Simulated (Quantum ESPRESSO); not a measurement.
Worked example: self-consistent single point of LaCo5 (P6/mmm, 6 atoms in the cell) in Quantum ESPRESSO.

Computed with LDA (PZ), GBRV 1.5 ultrasoft (LDA) pseudopotentials (plane waves; Quantum ESPRESSO).

The change in words: lattice scaled by 0.98. Reference geometry:
```
LaCo5
1.0
    5.02268     0.00000     0.00000
   -2.51134     4.34977     0.00000
    0.00000     0.00000     3.96039
La Co
1 5
Direct
  0.00000   0.00000   0.00000
  0.33333   0.66667   0.00000
  0.66667   0.33333   0.00000
  0.50000   0.00000   0.50000
  0.50000   0.50000   0.50000
  0.00000   0.50000   0.50000
```
Moments meant for the start (each program seeds them in its own way; μB, in the order of the atoms La Co Co Co Co Co): 0.0 3.0 3.0 3.0 3.0 3.0.

Reference input (self-consistent single point, DFT, LDA (PZ), plane waves, GBRV 1.5 ultrasoft (LDA) pseudopotentials): ecutwfc = 50 Ry; ecutrho = 400 Ry; occupations = smearing; smearing = fermi-dirac; degauss = 0.0036749 Ry; nspin = 2; potentials = {La: la_lda_v1.uspp.F.UPF, Co: co_lda_v1.2.uspp.F.UPF}; K_POINTS = automatic 5 5 6 0 0 0; conv_thr = 1e-10 Ry; mixing_beta = 0.3. This run's input differs from it in these lines:

```diff
@@ -31,5 +31,5 @@
 Co    0.50000000    0.28867514    0.00000000
-Co    0.50000000    0.00000000    0.39425070
-Co    0.25000000    0.43301270    0.39425070
-Co   -0.25000000    0.43301270    0.39425070
+Co    0.50000000    0.00000000    0.39425068
+Co    0.25000000    0.43301270    0.39425068
+Co   -0.25000000    0.43301270    0.39425068
 K_POINTS {automatic}
@@ -37,5 +37,5 @@
 CELL_PARAMETERS {angstrom}
-   5.02267973     0.00000000     0.00000000
-  -2.51133986     4.34976824     0.00000000
-   0.00000000     0.00000000     3.96039000
+   4.92222614     0.00000000     0.00000000
+  -2.46111307     4.26277288     0.00000000
+   0.00000000     0.00000000     3.88118200
```

The program printed (abridged):

```
     Self-consistent Calculation

     iteration #  1     ecut=    50.00 Ry     beta= 0.30

     total energy              =   -1496.67529394 Ry
     estimated scf accuracy    <     224.46910923 Ry

     total magnetization       =     4.07 Bohr mag/cell
     absolute magnetization    =     4.16 Bohr mag/cell

     iteration #  2     ecut=    50.00 Ry     beta= 0.30

     total energy              =   -1600.60346138 Ry
     estimated scf accuracy    <     144.04336734 Ry

     total magnetization       =     0.56 Bohr mag/cell
     absolute magnetization    =     0.79 Bohr mag/cell

     iteration #  3     ecut=    50.00 Ry     beta= 0.30

   [... lines left out ...]

     total magnetization       =     6.65 Bohr mag/cell
     absolute magnetization    =     7.78 Bohr mag/cell

     iteration # 28     ecut=    50.00 Ry     beta= 0.30

     negative rho (up, down):  3.121E-02 2.564E-02

     Magnetic moment per site  (integrated on atomic sphere of radius R)
     atom   1 (R=0.238)  charge=  7.8133  magn= -0.1390
     atom   2 (R=0.202)  charge= 15.4738  magn=  1.4504
     atom   3 (R=0.202)  charge= 15.4738  magn=  1.4504
     atom   4 (R=0.202)  charge= 15.4543  magn=  1.4285
     atom   5 (R=0.202)  charge= 15.4543  magn=  1.4285
     atom   6 (R=0.202)  charge= 15.4543  magn=  1.4285
     End of self-consistent calculation

   [... 5 lines left out ...]

   [... 5 lines left out ...]

   [... 5 lines left out ...]

   [... 5 lines left out ...]

     the Fermi energy is    17.0393 ev

!    total energy              =   -1593.92096283 Ry
     estimated scf accuracy    <          9.8E-11 Ry
     smearing contrib. (-TS)   =      -0.00574084 Ry
     internal energy E=F+TS    =   -1593.91522199 Ry

     total magnetization       =     6.65 Bohr mag/cell
     absolute magnetization    =     7.78 Bohr mag/cell

     convergence has been achieved in  28 iterations

     negative rho (up, down):  3.121E-02 2.564E-02

     Forces acting on atoms (cartesian axes, Ry/au):

     atom    1 type  1   force =     0.00000000   -0.00000000    0.00000000
   [... zero for the other atoms too ...]

     Total force =     0.000000     Total SCF correction =     0.000000

     negative rho (up, down):  3.121E-02 2.564E-02
          total   stress  (Ry/bohr**3)                   (kbar)     P=      -33.70
  -0.00025191  -0.00000000   0.00000000          -37.06       -0.00        0.00
  -0.00000000  -0.00025191  -0.00000000           -0.00      -37.06       -0.00
   0.00000000  -0.00000000  -0.00018348            0.00       -0.00      -26.99

   JOB DONE.
```

The run converged in 28 iterations. Against the reference run the free energy drops by 38.9 meV/atom, the pressure goes from -11.88 to -3.37 GPa and the size of the net moment hardly changes (1.13 to 1.11 μB/atom).

The starting cell comes from a database of computed structures (which also holds hypothetical and non-ambient phases and stackings), without a prior relaxation at this level. For this run, on top of that: lattice scaled by 0.98. The magnetic order is the one reached from the typed start; others were not searched systematically. With a pressure of about -3 GPa the cell is away from its equilibrium volume at this level.

Cost on one core of a shared machine: roughly 4 min.
